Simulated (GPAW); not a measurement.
GPAW run on Cu3AsS4 (P-43m, 8 atoms in the cell): self-consistent single point.

Level of theory: LDA (Perdew-Wang 92), GPAW PAW datasets LDA (gpaw-data 1.0.1) (plane waves; GPAW 25.7.0).

```yaml
crystal:
  lattice:
    - [5.14298, 0.00000, 0.00000]
    - [0.00000, 5.14298, 0.00000]
    - [0.00000, 0.00000, 5.14298]
  atoms:
    - { symbol: Cu, position: [0.00000, 0.50000, 0.50000] }
    - { symbol: Cu, position: [0.50000, 0.00000, 0.50000] }
    - { symbol: Cu, position: [0.50000, 0.50000, 0.00000] }
    - { symbol: As, position: [0.00000, 0.00000, 0.00000] }
    - { symbol: S, position: [0.25268, 0.74732, 0.74732] }
    - { symbol: S, position: [0.74732, 0.74732, 0.25268] }
    - { symbol: S, position: [0.74732, 0.25268, 0.74732] }
    - { symbol: S, position: [0.25268, 0.25268, 0.25268] }
```

Reference input (self-consistent single point, DFT PBEsol, plane waves, GPAW PAW datasets PBEsol (made by gpaw-setup)): mode = pw; ecut = 800 eV; xc = PBEsol; kpts = 7 7 7; mesh shift (steps) = 0 0 0; occupations.name = fermi-dirac; occupations.width = 0.1 eV; nbands = -12; convergence.forces = 0.001 eV/Å; symmetry.symmorphic = false; symmetry.tolerance = 0.0005; maxiter = 120. This run's input differs from it in these lines:

```diff
@@ -19,3 +19,3 @@
 calc = GPAW(mode={'name': 'pw', 'ecut': 800},
-            xc='PBEsol',
+            xc='LDA',
             kpts=(7, 7, 7),
```

Its files differ too (potentials: GPAW PAW datasets LDA (gpaw-data 1.0.1)).

Output, abridged:

```
     iter     time        total  log10-change:
                         energy   eigst   dens  force
iter:   1 --:--:--   -43.029423
iter:   2 --:--:--   -42.369958   -0.53  -1.25
iter:   3 --:--:--   -41.661418   -1.94  -1.25
iter:   4 --:--:--   -40.979901   -2.03  -1.28
iter:   5 --:--:--   -40.296196   -1.46  -1.40
iter:   6 --:--:--   -40.232965   -1.17  -1.62
iter:   7 --:--:--   -40.088546   -2.38  -1.92
iter:   8 --:--:--   -40.089807   -2.34  -2.24
iter:   9 --:--:--   -40.072526c  -3.21  -2.30
iter:  10 --:--:--   -40.071441c  -3.36  -2.81
iter:  11 --:--:--   -40.071328c  -4.85  -3.05
iter:  12 --:--:--   -40.071183c  -5.36  -3.05
iter:  13 --:--:--   -40.071769c  -4.20  -3.10
iter:  14 --:--:--   -40.071238c  -4.99  -3.27
iter:  15 --:--:--   -40.071156c  -5.60  -3.53
iter:  16 --:--:--   -40.071195c  -5.65  -3.54
iter:  17 --:--:--   -40.071112c  -5.62  -3.80
iter:  18 --:--:--   -40.071121c  -7.25  -4.12c
iter:  19 --:--:--   -40.071158c  -6.26  -4.16c
iter:  20 --:--:--   -40.071136c  -6.87  -4.35c
iter:  21 --:--:--   -40.071137c  -8.51c -4.71c
iter:  22 --:--:--   -40.071135c  -8.22c -4.74c -2.48
iter:  23 --:--:--   -40.071130c  -7.56c -4.91c -2.34
iter:  24 --:--:--   -40.071128c  -8.44c -4.89c -3.64c
Converged after 24 iterations.

Dipole moment: (-0.000000, -0.000000, -0.000000) |e|*Ang

Energy contributions relative to reference atoms: (reference = -239571.534740)

Kinetic:        +17.260551
Potential:      -19.295147
External:        +0.000000
XC:             -38.565440
Entropy (-ST):   -0.063439
Local:           +0.560628
SIC:             +0.000000
--------------------------
Free energy:    -40.102847
Extrapolated:   -40.071128

Showing only first 2 kpts
 Kpt  Band  Eigenvalues  Occupancy
  0    29      6.50088    0.53796
  0    30      6.50088    0.53796
  0    31      6.50088    0.53796
  0    32      7.79319    0.00000

  1    29      6.33800    1.30457
  1    30      6.33800    1.30457
  1    31      6.82519    0.02833
  1    32      7.76406    0.00000

Fermi level: 6.40090

No gap
   [... lines left out ...]
  2 Cu   -0.00000    0.00000   -0.00000
  3 As    0.00000    0.00000   -0.00000
  4 S     0.21344   -0.21344   -0.21344
  5 S    -0.21344   -0.21344    0.21344
  6 S    -0.21344    0.21344   -0.21344
  7 S     0.21344    0.21344    0.21344

Stress tensor:
    -0.013650     0.000000     0.000000
     0.000000    -0.013650    -0.000000
     0.000000    -0.000000    -0.013650
Stress (GPa, Voigt): [-2.187 -2.187 -2.187 -0.     0.     0.   ]
```

The run converged in 24 iterations. GPAW prints stress with tension positive. Against the reference run the pressure goes from 5.52 to 2.19 GPa and the largest force goes from 0.246 to 0.370 eV/Å.

The starting cell comes from a database of computed structures (which also holds hypothetical and non-ambient phases and stackings), without a prior relaxation at this level. Its lattice was rescaled by a random factor within 2.5 % of one. Spin polarisation is off. The run gives no clean gap (levels at the Fermi energy touch, overlap or are partly filled at this smearing), which alone does not show that the compound is a metal.

Cost on one core of a shared machine: roughly 4 min.
